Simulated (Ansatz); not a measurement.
Amorphous Ta16O42Ge

It comes from a melt-quench run on a machine-learned potential (CHGNet), relaxed afterwards by DFT. O atoms were pushed apart under 1.9 Å during the dynamics, to hinder bonds among them. The hot cell started wider than the set density and was brought back towards it in steps. It is the lowest in DFT energy of 2 quenches. It is a model cell: composition and starting density were chosen by hand, and all elements were melted together. No dispersion term was used.

Methods: PBE, scalar-relativistic without spin-orbit coupling (Ansatz, a program for electronic structure); r2SCAN, scalar-relativistic without spin-orbit coupling (Ansatz); HSE06, scalar-relativistic without spin-orbit coupling (Ansatz). Geometry, pressure, stress and energy are those of the PBE run. Its sampling: a 2×2×2 Γ-centred mesh; Fermi-Dirac width 0.02 eV; no spin polarisation. Other functionals are single points at the zone centre (r2SCAN at 500 eV; exact exchange cut at the cell's faces), free to take moments where seeds were set. At PBE the levels at the filled edge of the gap are localised (band-tail or defect states), and the nearest spread-out levels lie 3.4 eV apart at the zone centre.

The number of atoms in the cell is 59, the density (volume relaxed, without dispersion) is 6.77 g/cm³ and the volume per atom is 15.13 Å³. The pressure on a 2×2×2 Γ-centred mesh is 0.06 GPa, the largest force and stress component on that mesh (the relaxation ran on the zone centre alone) is 0.13 eV/Å and 2.3 GPa and the level gap on a 2×2×2 Γ-centred mesh (PBE) comes out as 2.98 eV. The level gap at the zone centre (PBE) comes out as 3.00 eV and the level gap at the zone centre (r2SCAN) is 3.36 eV. The level gap at the zone centre (HSE06) is 4.42 eV.

Cut-offs for bonds: Ta-Ta 3.12 Å, Ta-O 2.62 Å, Ta-Ge 2.88 Å, O-O 1.58 Å, O-Ge 2.23 Å, Ge-Ge 2.81 Å. Two cations that share two anions don't count as bonded, nor two that share one unless they lie closer than Ta-Ta 3.04 Å, Ta-Ge 2.80 Å, Ge-Ge 2.57 Å.

* **Mean coordination of Ta by anions**: 5.56 (1 with 4, 7 with 5, 6 with 6, 2 with 7)
* **Mean coordination of O**: 2.21 (33 with 2, 9 with 3)
* **Mean coordination of Ge by anions**: 4.00 (1 with 4)
* **Mean Ta-O bond**: 1.994 Å (spread 0.129 Å, 89 counted)
* **Mean O-Ge bond**: 1.778 Å (spread 0.024 Å, 4 counted)

Its density started from a set value of 7.23 g/cm³. The quench (nominally 360 K/ps over its main leg) was far faster than any real one, so the model tends to hold more defects than a real film. A cell of this size samples the disorder only roughly. The volume was free in the relaxation, at fixed shape. Stress components on the final sampling reach 2.3 GPa. On a 2×2×2 Γ-centred mesh force components of up to 0.13 eV/Å stay, since the relaxation ran on the zone centre alone.
